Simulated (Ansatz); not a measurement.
Ti: pressure series

The reference is Ti in the hcp (Mg type) structure (space group P6_3/mmc, No. 194; a = 2.936 Å, c = 4.636 Å).

Cell and atoms are relaxed at each pressure.

Level of theory: Ansatz (a quantum-chemistry and plane-wave program) r2SCAN, no SOC.

| case | density | shortest interatomic distance | c/a ratio |
|---|---|---|---|
| base | 4.59 g/cm³ | 2.872 Å | 1.579 |
| pressure −2 GPa | 4.51 g/cm³ | 2.889 Å | 1.580 |
| pressure −1 GPa | 4.55 g/cm³ | 2.880 Å | 1.579 |
| pressure 0.9 GPa | 4.63 g/cm³ | 2.865 Å | 1.579 |
| pressure 2.1 GPa | 4.67 g/cm³ | 2.855 Å | 1.579 |
| pressure 4.5 GPa | 4.76 g/cm³ | 2.837 Å | 1.579 |
| pressure 9 GPa | 4.92 g/cm³ | 2.807 Å | 1.579 |
| pressure 15 GPa | 5.11 g/cm³ | 2.772 Å | 1.580 |
| pressure 22.5 GPa | 5.33 g/cm³ | 2.734 Å | 1.581 |
| pressure 30 GPa | 5.54 g/cm³ | 2.699 Å | 1.581 |

Load acts through the strain it causes; cell and atoms are relaxed under it. Stability against distortions was not tested. Competing high-pressure phases were not computed. The final runs are not spin-polarised.
